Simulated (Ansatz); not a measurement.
Consider MgO in the rock salt structure (space group Fm-3m, No. 225; a = 4.2141 Å). Axes: x, y, z lie along the cube axes.

Now apply this change: uniaxial stress, 1 GPa tension along x, with the cell and atoms free to relax against it.

Levels (all Ansatz, a first-principles code, PAW): PBEsol (420 eV, no spin-orbit coupling); PBEsol+SOC (420 eV, with spin-orbit coupling).

The geometry is relaxed with PBEsol.

- PBEsol lowest conduction level above the VBM at special points: Γ 4.59 eV; N 7.72 eV; X 8.93 eV; M 8.98 eV
- PBEsol valence-band top at Γ: 0.00, -0.01, -0.01 eV
- PBEsol pressure: -0.33 GPa

Problem. How does going to PBEsol+SOC change the lowest conduction level above the VBM at special points, valence-band top at Γ and pressure?

Solution. The lowest conduction level above the VBM at special points changes from Γ 4.59 eV; N 7.72 eV; X 8.93 eV; M 8.98 eV to Γ 4.58 eV; N 7.71 eV; X 8.92 eV; M 8.97 eV; the valence-band top at Γ (three highest Kramers pairs, from the VBM) goes from 0.00, -0.01, -0.01 eV to 0.00, -0.01, -0.04 eV; the pressure is still -0.33 GPa.

Single points use the geometry relaxed with PBEsol. Differences between runs with and without spin-orbit coupling are approximate. The levels and masses belong to the bands next to the band gap. Load acts through the strain it causes; cell and atoms are relaxed under it. Beyond what the load breaks, stability against distortions was not tested. Labels are those of the standard path for the cell's own space group.
